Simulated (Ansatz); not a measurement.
Start from MoSe$_{2}$ in the 2H-MoS2 type structure (space group P6_3/mmc, No. 194; a = 3.277 Å, c = 12.731 Å; layered, stacked along the Cartesian z axis).

(Cell as relaxed with PBE-D3(BJ).)

Levels (all Ansatz, a quantum-chemistry and plane-wave program, PAW, earlier PAW set): PBE-D3(BJ) (420 eV, scalar-relativistic without spin-orbit coupling); PBEsol-D3(BJ) (420 eV, no spin-orbit coupling).

Each level relaxes its own structure.

```
base                 PBE-D3(BJ)  PBEsol-D3(BJ)
-------------------  ----------  -------------
volume per atom        19.73 Å³       18.56 Å³
lattice parameter a  6.193 bohr     6.099 bohr
band gap                0.74 eV        0.54 eV
```

It is then changed as follows: S takes the place of Se on all its sites; the structure is relaxed again.

```json
[
 {"quantity": "shift of the gap caused by the change", "PBE-D3(BJ)": "+0.03 eV", "PBEsol-D3(BJ)": "(withheld)"},
 {"quantity": "smallest direct gap", "PBE-D3(BJ)": "1.70 eV", "PBEsol-D3(BJ)": "(withheld)"},
 {"quantity": "lattice parameter a", "PBE-D3(BJ)": "5.951 bohr", "PBEsol-D3(BJ)": "(withheld)"},
 {"quantity": "valence-band top at Γ (three highest levels, from the VBM)", "PBE-D3(BJ)": "0.00, -1.11, -1.28 eV", "PBEsol-D3(BJ)": "(withheld)"}
]
```

### Question
Given the PBE-D3(BJ) results, estimate those of PBEsol-D3(BJ).

### Answer

- shift of the gap caused by the change, PBEsol-D3(BJ): -0.01 eV
- smallest direct gap, PBEsol-D3(BJ): 1.79 eV
- lattice parameter a, PBEsol-D3(BJ): 5.875 bohr
- valence-band top at Γ (three highest levels, from the VBM), PBEsol-D3(BJ): 0.00, -0.96, -1.60 eV

PBE-D3(BJ)'s shift of the gap caused by the change lies 0.046 eV above PBEsol-D3(BJ)'s; PBE-D3(BJ)'s smallest direct gap lies 0.09 eV below PBEsol-D3(BJ)'s; PBE-D3(BJ)'s lattice parameter a lies 0.076 bohr above PBEsol-D3(BJ)'s (1.3 %). Neither level is exact; PBEsol-D3(BJ) is the comparison here, not a measurement.

Whether these cells are dynamically stable was not tested.
